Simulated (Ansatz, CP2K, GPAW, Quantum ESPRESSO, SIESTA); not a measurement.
## One structure in several programs: IrOs (P-6m2, 2 atoms in the cell)

Self-consistent single point.

```xyz
2
Lattice="2.8081 0.0000 0.0000 -1.4040 2.4319 0.0000 0.0000 0.0000 4.4634" Properties=species:S:1:pos:R:3 pbc="T T T"
Os     0.0000     1.6213     0.0000
Ir     1.4040     0.8106     2.2317
```

All programs got the same cell, k-point mesh and kind of occupations (in Ansatz's words: kpoints.mp_grid.grid = 13 13 8; scf.occupations.method = fermi_dirac; scf.occupations.width = 0.1 eV); potentials, basis and cutoffs are each program's usual ones.

| code | model | pressure (GPa) | k-points | cutoff |
|---|---|---|---|---|
| Ansatz | PBEsol, PAW files made with PBE | -28.50 | 105 | 420 eV |
| SIESTA | GGA PBEsol, numerical atomic orbitals DZP, PseudoDojo PBEsol standard norm-conserving potentials (rewritten from UPF to PSML) | -30.27 | 683 | grid 400 Ry |
| CP2K | PBEsol, GPW, DZVP-MOLOPT-SR-GTH basis, GTH-PBE potentials (GTH_POTENTIALS) | -30.49 | 677 | grid 500 Ry |
| Quantum ESPRESSO | PBEsol, GBRV 1.5 ultrasoft (PBESOL) pseudopotentials | -28.98 | 105 | 40 Ry |
| GPAW | PBEsol, GPAW PAW datasets PBEsol (made by gpaw-setup) | -29.79 | 105 | 550 eV |

The spread over the programs that give each value: pressure within 1.99 GPa.

The starting cell comes from a database of computed structures (which also holds hypothetical and non-ambient phases and stackings), without a prior relaxation at this level. Its lattice was rescaled by a random factor within 2.5 % of one. On Ansatz's run: Spin-orbit coupling is off. Spin polarisation is off. In the base run, with a pressure of about -28 GPa the cell is away from its equilibrium volume at this level.

### Question
Why do the programs differ, and what cannot be compared?

### Answer
Differences of this kind can come from the potentials, where these differ, and from what each basis and cutoff leave unconverged. The valence holds different numbers of electrons (Ansatz (an electronic-structure program) 33, SIESTA 33, CP2K 33, Quantum ESPRESSO 31, GPAW 29). The zero of total energies and Fermi levels follows the potentials and each program's conventions, so they are not compared here. SIESTA and CP2K use small atom-centred bases, whose incompleteness enters pressures, forces and empty levels differently from a plane-wave cutoff. Ansatz's pressure is given at a fixed set of plane waves, as the other plane-wave codes print theirs; with its correction for the finite basis it is -28.43 GPa. The programs reduce the same mesh by symmetry to different extents, which changes the work and not the result. In the pressure, SIESTA (by 1.29) and CP2K (by 1.52) lie more than 1 GPa from the median of the plane-wave programs.

Left out of this page: ABINIT (with a known weakness of the program); Elk and FLEUR (not drawn, or without a comparable value).

Keys are those of Ansatz 0.2.
